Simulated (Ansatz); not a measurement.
Effect of isotropic strain +2.78 % on CdSe

Consider CdSe in the wurtzite structure (space group P6_3mc, No. 186; a = 4.383 Å, c = 7.154 Å).

Now apply this change: the cell is scaled by 1.0278 in all directions; the atoms relax in the strained cell.

Level of theory: Ansatz (a first-principles code) PBE, without spin-orbit coupling. Settings: 9×9×5 k-points, 0.05 eV Fermi–Dirac smearing.

```json
[
 {"quantity": "volume per atom", "base": "29.75 Å³", "changed": "32.30 Å³", "shift": "+2.55 Å³"},
 {"quantity": "space group", "base": "P6_3mc (No. 186)", "changed": "P6_3mc (No. 186)", "shift": "–"},
 {"quantity": "shortest interatomic distance", "base": "5.068 bohr", "changed": "5.208 bohr", "shift": "+0.140 bohr"},
 {"quantity": "energy relative to the base (free energy F)", "base": "0 meV/atom", "changed": "+26 meV/atom", "shift": "+26 meV/atom"},
 {"quantity": "pressure (mean of the normal stresses, compression positive)", "base": "0.00 GPa", "changed": "-3.02 GPa", "shift": "-3.027 GPa"},
 {"quantity": "band gap", "base": "0.54 eV", "changed": "0.37 eV", "shift": "-0.177 eV"},
 {"quantity": "gap character", "base": "direct at Γ", "changed": "direct at Γ", "shift": "–"},
 {"quantity": "mean gap deformation potential ΔEg/Δln V", "base": "–", "changed": "-2.2 eV", "shift": "–"},
 {"quantity": "width of the top valence band", "base": "1.56 eV", "changed": "1.34 eV", "shift": "-0.22 eV"},
 {"quantity": "electron mass", "base": "–", "changed": "0.043 mₑ (at Γ)", "shift": "–"},
 {"quantity": "valence-band top at Γ (three highest levels, from the VBM)", "base": "0.00, 0.00, -0.04 eV", "changed": "0.00, 0.00, -0.03 eV", "shift": "–"}
]
```

Final structure:

```
CELL_PARAMETERS angstrom
      4.50456     0.00000     0.00000
     -2.25228     3.90106     0.00000
      0.00000     0.00000     7.35337
ATOMIC_POSITIONS crystal
  Cd 0.66667 0.33333 0.00061
  Cd 0.33333 0.66667 0.50061
  Se 0.66667 0.33333 0.62459
  Se 0.33333 0.66667 0.12459
```

Effective masses come from finite differences of ±0.01 Å⁻¹. Stability against distortions was not tested.
